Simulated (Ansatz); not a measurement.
**As on the In site in zinc-blende InAs**

Method: PBE, PAW (plane waves to 420 eV; Ansatz, a quantum-chemistry and plane-wave program). Set-up: 64-site cell; 2×2×2 shifted k-points; start: the In site; no spin–orbit coupling; the functional closes the host's gap; not converged in cell size.

Neighbours after relaxation, in Å: of the As atom: As 2.64, As 2.64, As 2.64, As 2.64.

Formation energies E_f are those of the neutral cell. Chemical conditions: As-rich (Δμ(As) = 0.00 eV, Δμ(In) = -0.48 eV; only phases computed here count, gases as isolated molecules at 0 K); In-rich (Δμ(As) = -0.48 eV, Δμ(In) = 0.00 eV; only phases computed here count, gases as isolated molecules at 0 K). Reference phases: As: rhombohedral As, In: tetragonal indium.

```tsv
charge	moment (μB)	largest move off a lattice site (Å)	E_f, As-rich (eV)	E_f, In-rich (eV)
0	not spin-polarised	0.04	1.00	1.96
```
